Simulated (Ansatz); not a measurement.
```yaml
crystal:
  lattice:
    - [0.00000, 2.61814, 2.61814]
    - [2.61814, 0.00000, 2.61814]
    - [2.61814, 2.61814, 0.00000]
  atoms:
    - { symbol: Se, position: [0.00000, 0.00000, 0.00000] }
    - { symbol: Mg, position: [0.50000, 0.50000, 0.50000] }
```

No spin polarisation.

All numbers come from r2SCAN in Ansatz (plane waves to 500 eV, PAW, no spin-orbit coupling), earlier PAW set. Γ-centred 10×10×10 mesh, Fermi–Dirac width 0.05 eV.

Task: Predict the gap character, band gap and space group.

Result: 
- Gap character: indirect, Γ → X
- Band gap: 2.71 eV
- Space group: Fm-3m (No. 225)

The cells carry an imposed strain or load. No phonon test of stability was made. The cell was made from MgSe in the rock salt structure (space group Fm-3m, No. 225) by this change: isotropic strain −4.33 %.

Ansatz is a quantum-chemistry and plane-wave program.
